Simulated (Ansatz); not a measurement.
We look at the formation energy of the neutral V_C in HfC (rock salt, Fm-3m). Reaction: 8 HfC (rock salt) → cell A + C (graphite).

Cell A: a supercell of 16 sites of HfC (rock salt, Fm-3m) with one empty C site amid 6 Hf; spin state with PBE: run without spin, k-point mesh 6×6×6.
```
CELL_PARAMETERS angstrom
      6.53365     0.00000     0.00000
      3.26682     5.65830     0.00000
      3.26682     1.88610     5.33470
ATOMIC_POSITIONS crystal
  Hf 0.00000 0.00000 0.00000
  Hf 0.99491 0.99491 0.50509
  C  0.25000 0.25000 0.75000
  Hf 0.99491 0.50509 0.99491
  C  0.25000 0.75000 0.25000
  Hf 0.99491 0.50509 0.50509
  C  0.25000 0.75000 0.75000
  Hf 0.50509 0.99491 0.99491
  C  0.75000 0.25000 0.25000
  Hf 0.50509 0.99491 0.50509
  C  0.75000 0.25000 0.75000
  Hf 0.50509 0.50509 0.99491
  C  0.75000 0.75000 0.25000
  Hf 0.50000 0.50000 0.50000
  C  0.75000 0.75000 0.75000
```

Reference: C (graphite, P6₃/mmc), 4 atoms in the cell, k-point mesh 18×18×6 on the run's own vectors. Conventional cell: a = 2.465 Å, b = 2.465 Å, c = 6.742 Å, α = 90.00°, β = 90.00°, γ = 120.00°.

Reference: HfC (rock salt, Fm-3m), 16 atoms in the cell, a perfect crystal on lattice vectors that match the other cells', k-point mesh 6×6×6 on the run's own vectors.

Plane-wave PAW calculations with Ansatz (an electronic-structure program), its default PAW set, cutoff 420 eV, 500 eV for r2SCAN. The structures are at rest with PBE+D3(BJ), within the held lattices; other levels are single points on them. Neutral cells; Fermi-Dirac smearing of at most 0.05 eV in the solids, energies taken to zero width. The lattices are those relaxed with PBE+D3(BJ), so at other levels the solids can be strained, which adds to the spread. A dispersion term (D3(BJ), or D4 for r2SCAN) was computed beside these levels and is taken off wherever the name lacks it. No zero-point or thermal terms. Cells are local rest points, mostly with their start's symmetry. The runs are scalar-relativistic, without spin-orbit coupling. No correction for cell size. The cell is small for its defects, so this is an ordered compound on the host's lattice rather than an isolated defect. The value holds for the reservoirs listed; other chemical potentials shift it. Cell A has symmetry Fm-3m and got no random move, so less symmetric positions, which may lie lower, weren't tried.

### Question
What value does r2SCAN give?

### Answer
1.94 eV, for 8 HfC (rock salt) → cell A + C (graphite).

### Question
List the value at the remaining levels and say how far they part.

### Answer
| Method | value (eV) | less r2SCAN |
|---|---|---|
| PBE | 1.52 | -0.42 |
| PBE+D3(BJ) | 1.73 | -0.21 |

The levels span 0.42 eV, from PBE (1.52) to r2SCAN (1.94).
